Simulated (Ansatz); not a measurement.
A working Ansatz (a quantum-chemistry and plane-wave program) input for Ca₂Ta₂O₇ (Fd-3m, 22 atoms in the cell) (DFT, r2SCAN, plane waves, default PAW files made with PBE):

Ansatz 0.2 input:
```yaml
crystal:
  lattice:
    - [0.000000, 5.224400, 5.224400]
    - [5.224400, 0.000000, 5.224400]
    - [5.224400, 5.224400, 0.000000]
  atoms:
    - { symbol: Ca, position: [0.625000, 0.625000, 0.125000] }
    - { symbol: Ca, position: [0.625000, 0.125000, 0.625000] }
    - { symbol: Ca, position: [0.625000, 0.625000, 0.625000] }
    - { symbol: Ca, position: [0.125000, 0.625000, 0.625000] }
    - { symbol: Ta, position: [0.125000, 0.125000, 0.625000] }
    - { symbol: Ta, position: [0.125000, 0.625000, 0.125000] }
    - { symbol: Ta, position: [0.125000, 0.125000, 0.125000] }
    - { symbol: Ta, position: [0.625000, 0.125000, 0.125000] }
    - { symbol: O, position: [0.807570, 0.192430, 0.807570] }
    - { symbol: O, position: [0.057570, 0.442430, 0.442430] }
    - { symbol: O, position: [0.192430, 0.807570, 0.192430] }
    - { symbol: O, position: [0.442430, 0.057570, 0.057570] }
    - { symbol: O, position: [0.807570, 0.807570, 0.192430] }
    - { symbol: O, position: [0.442430, 0.057570, 0.442430] }
    - { symbol: O, position: [0.192430, 0.192430, 0.807570] }
    - { symbol: O, position: [0.057570, 0.442430, 0.057570] }
    - { symbol: O, position: [0.192430, 0.807570, 0.807570] }
    - { symbol: O, position: [0.442430, 0.442430, 0.057570] }
    - { symbol: O, position: [0.807570, 0.192430, 0.192430] }
    - { symbol: O, position: [0.057570, 0.057570, 0.442430] }
    - { symbol: O, position: [0.500000, 0.500000, 0.500000] }
    - { symbol: O, position: [0.750000, 0.750000, 0.750000] }
kpoints:
  mp_grid: { grid: [3, 3, 3] }
hamiltonian:
  xc: r2scan
  pseudopotentials: { kind: paw }
scf:
  occupations: { method: fixed }
output:
  forces: true
  eigenvalues: true
  stress: true
```

The run converged in 8 iterations: free energy E − TS (on the zero of these files) -55060.5952 eV; top of the valence band (on the code's own zero) 8.88 eV; gap on the k-point mesh 2.75 eV; pressure -1.00 GPa; largest force (vector length) 0.050 eV/Å. Each of these slips is then made, one at a time:

(1)
```diff
-kpoints:
-  mp_grid: { grid: [3, 3, 3] }
```

(2)
```diff
-  occupations: { method: fixed }
+  occupations: { method: cold, width: 0.68 }
```

Problem. Predict the outcome of each change.

Solution. 
(1) No k-points given. The program stopped before any SCF iteration, with the message: Error: YAML parse error: missing field `kpoints`.

(2) A smearing width that is far too large. The run converged in 16 iterations, and against the sound input the free energy is nearly the same (within 1 meV/atom), the pressure stays at -1.00 GPa, the largest force stays at 0.050 eV/Å and the gap on the mesh stays at 2.746 eV. It cost iterations: the sound input took 8.

The starting cell comes from a database of computed structures (which also holds hypothetical and non-ambient phases and stackings), without a prior relaxation at this level. Spin-orbit coupling is off. Ansatz's pressure includes its estimate of the finite-basis (Pulay) stress.

Left out of this page: 3 runs of the series outside the window shown, repeating another row's setting, or not comparable; 1 run of the series stopped by limits of time or memory.
